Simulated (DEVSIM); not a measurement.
System: illuminated Si n-on-p cell, one wavelength, at 350 K.

Layer 1 from the left is Si, thickness (μm) 0.670, Nd (cm⁻³) 2.8e18, τn (s) 1.4e-8, τp (s) 7.1e-8, absorption coefficient (cm⁻¹) 400. Layer 2 from the left is Si, thickness (μm) 180, Na (cm⁻³) 1.9e17, τn (s) 2.1e-7, τp (s) 2.1e-7, absorption coefficient (cm⁻¹) 400.

Left contact: ohmic, minority hole recombination velocity 9e6 cm/s. Right contact: ohmic, minority electron recombination velocity 1e5 cm/s. Voltage is applied to the left contact. Recombination: SRH at mid-gap, radiative, Auger. Gap narrowing is on: ΔEg = 6.92 meV × (l + √(l² + 0.5)), l = ln(N/1.3e17 cm⁻³), shared equally by both band edges. Light enters at the left, 1.3e17 photons cm⁻² s⁻¹, one pass, no reflection. Mobility is constant in doping.

Constants are typed, rounded textbook-type inputs, not results; the design itself was drawn at random and stands for no fabricated device. Values at 300 K; Nc and Nv go as T^1.5, mobilities as T to minus their exponent, the gap by Varshni's rule with the affinity fixed.

Si: gap (eV) 1.124, affinity (eV) 4.05, permittivity 11.7, Nc (cm⁻³) 2.86e19, Nv (cm⁻³) 3.1e19, μn (cm²/Vs) 1417, μp (cm²/Vs) 470, T exponent of μn 2.3, T exponent of μp 2.2, B (cm³/s) 4.7e-15, Cn (cm⁶/s) 2.8e-31, Cp (cm⁶/s) 9.9e-32, Varshni α (eV/K) 0.000473, Varshni β (K) 636.

DEVSIM, 1D drift-diffusion, Boltzmann statistics, complete ionisation; no tunnelling, impact ionisation, image-force lowering or self-heating.

Dark forward current:

| |V| (V) | |J| (A/cm²) |
|---|---|
| 0.05 | 1.946e-7 |
| 0.10 | 7.137e-7 |
| 0.15 | 2.386e-6 |
| 0.20 | 8.731e-6 |
| 0.25 | 3.621e-5 |
| 0.30 | 0.0001664 |
| 0.35 | 0.0008156 |
| 0.40 | 0.004138 |
| 0.45 | 0.02134 |
| 0.50 | 0.1105 |
| 0.55 | 0.5633 |
| 0.60 | 2.630 |
| 0.65 | 9.446 |
| 0.70 | 23.22 |
| 0.75 | 42.57 |
| 0.80 | 65.53 |
| 0.85 | 90.98 |
| 0.90 | 118.4 |
| 0.95 | 147.4 |
| 1.00 | 178.0 |
| 1.05 | 210.1 |
| 1.10 | 243.7 |
| 1.15 | 278.9 |
| 1.20 | 315.6 |
| 1.25 | 353.9 |
| 1.30 | 393.9 |

Problem. Work out the local ideality factor n = ΔV / (kT/q · ln(J2/J1)) between the rows 0.15 and 0.20 V, 0.45 and 0.50 V, 1.25 and 1.30 V.

Solution. kT/q = 30.16 mV. From 0.15 to 0.20 V: ln(8.731e-6/2.386e-6) = 1.297, n = 1.28. From 0.45 to 0.50 V: ln(0.1105/0.02134) = 1.644, n = 1.01, near the 1 of diffusion or emission over a barrier. From 1.25 to 1.30 V: ln(393.9/353.9) = 0.107, n = 15.48.

Problem. What current could the absorbed light give at most, and what share is collected?

Solution. Σ αd = 7.23, so qΦ(1 − exp(−Σ αd)) = 20.8 mA/cm². The simulated short-circuit current is 10.47 mA/cm², a share of 0.50.

Problem. Estimate the open-circuit voltage by superposition: the voltage at which the dark current equals that short-circuit current.

Solution. Interpolating ln J in the table gives 0.428 V. The simulation gives 0.428 V, the same within the digits that matter. Superposition holds where collection doesn't change with voltage.

Problem. Estimate the fill factor from FF0 = (v − ln(v + 0.72))/(v + 1), v = qVoc/(nkT), with n from the dark curve.

Solution. The rows about Voc, 0.40 and 0.45 V, give n = 1.01, so v = 14.0 and FF0 = 0.755. The simulation gives 0.755, the same within the digits that matter.
